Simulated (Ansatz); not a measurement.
Consider MgO in the rock salt structure (space group Fm-3m, No. 225; a = 4.214 Å). Axes: x, y, z lie along the cube axes.

Now apply this change: biaxial strain +4.14 %, plane normal [001], relaxed out of plane (Cartesian); in-plane vectors clamped, the third vector and the atoms free.

Levels (all Ansatz, a first-principles code, PAW): PBEsol (420 eV, no SOC); r2SCAN (500 eV, spin-orbit coupling left out); HSE06 (420 eV, no spin-orbit coupling).

At the geometry relaxed with PBEsol, these levels gave the following band gaps, in shuffled order: (a) 5.78 eV, (b) 4.02 eV, (c) 4.98 eV.

Task: Match each gap to its level.

Result: (a) HSE06; (b) PBEsol; (c) r2SCAN.

Single points use the geometry relaxed with PBEsol. Whether these cells are dynamically stable was not tested.
